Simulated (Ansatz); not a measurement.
Take MgO (space group P4_2/mnm, No. 136; a hypothetical phase, not in the database extracts checked) as the base.

```cif
data_Mg4O4
_chemical_formula_sum 'Mg4 O4'
_space_group_name_H-M_alt 'P42/mnm'
_space_group_IT_number 136
_space_group_name_Hall '-P 4n 2n'
_cell_length_a 5.51026
_cell_length_b 5.51026
_cell_length_c 3.27633
_cell_angle_alpha 90.000
_cell_angle_beta 90.000
_cell_angle_gamma 90.000
loop_
_atom_site_label
_atom_site_type_symbol
_atom_site_symmetry_multiplicity
_atom_site_Wyckoff_symbol
_atom_site_fract_x
_atom_site_fract_y
_atom_site_fract_z
_atom_site_occupancy
Mg1 Mg 4 g 0.17948 0.17948 0.50000 1
O1 O 4 f 0.31658 0.31658 0.00000 1
```

Level of theory: PBEsol (Ansatz, a quantum-chemistry and plane-wave program; PAW; 420 eV plane waves; no spin-orbit coupling).

For the base:

* **Smallest direct gap**: 3.37 eV
* **Volume per atom**: 12.43 Å³
* **Gap character**: indirect, M–Γ (86 % along) → Γ
* **Band gap**: 3.36 eV

It is then changed as follows: hydrostatic tension (pressure −1 GPa).

Problem. What happens to the smallest direct gap, volume per atom, gap character and band gap?

Solution. The smallest direct gap decreases by 0.04 eV, from 3.37 eV to 3.33 eV; the volume per atom goes up by 0.12 Å³ to 12.55 Å³; the gap character remains indirect, M–Γ (86 % along) → Γ; the band gap falls by 0.04 eV to 3.32 eV.

Load acts through the strain it causes; cell and atoms are relaxed under it. Stability against distortions was not tested.
